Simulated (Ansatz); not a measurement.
## ErFe2 (Fd-3m, No. 227; cell taken from a computed entry)

All values below come from PBEsol (plane waves, PAW; Ansatz, a program for electronic structure).

Settings: plane-wave cutoff 500 eV, 14×14×14 k mesh, Fermi–Dirac smearing 0.1 eV, spin-polarised start, scalar-relativistic PAW data made under PBE.

Cell (relaxed at this level):

```cif
data_Er2Fe4
_chemical_formula_sum 'Er2 Fe4'
_space_group_name_H-M_alt 'P 1'
_space_group_IT_number 1
_cell_length_a 4.97834
_cell_length_b 4.97834
_cell_length_c 4.97834
_cell_angle_alpha 60.000
_cell_angle_beta 60.000
_cell_angle_gamma 60.000
loop_
_space_group_symop_operation_xyz
  'x, y, z'
loop_
_atom_site_label
_atom_site_type_symbol
_atom_site_fract_x
_atom_site_fract_y
_atom_site_fract_z
_atom_site_occupancy
Er1 Er 0.00000 0.00000 0.00000 1
Er2 Er 0.25000 0.25000 0.25000 1
Fe1 Fe 0.12500 0.62500 0.62500 1
Fe2 Fe 0.62500 0.62500 0.12500 1
Fe3 Fe 0.62500 0.12500 0.62500 1
Fe4 Fe 0.62500 0.62500 0.62500 1
```

```json
{
  "band_gap": "none"
}
```

Note: the magnetic order was assumed, not searched for or taken from measurement; a magnet's gap depends somewhat on the PAW data; the relaxation could not lower the start's symmetry, so the cell can be a saddle point above a distorted one; the 4f shell is treated without U or exact exchange, so its levels and filling can be wrong.

Spin–orbit coupling is not included.

The computed numbers hold no vibrational or temperature effects.

The result took about 20 core-minutes (a rough figure).
